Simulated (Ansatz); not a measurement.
S on the 1x1 (110) surface of bcc W, one in a 2x1 cell, energies for each (14.3 Å²). Energies are against ⅛ S8(g), without zero-point or thermal terms; each row is named by its start.

Calculation: PBE (plane waves to 420 eV, PAW; Ansatz, a quantum-chemistry and plane-wave program).

Q: Which site binds most strongly?
(A) bridge W-W (span 3.2 Å)
(B) hollow W-W-W
(C) top W
(D) bridge W-W (span 2.8 Å)

A: B, hollow W-W-W. Adsorption energies: hollow W-W-W -2.41 eV; bridge W-W (span 3.2 Å) -2.06 eV; bridge W-W (span 2.8 Å) -1.68 eV; top W -1.03 eV.
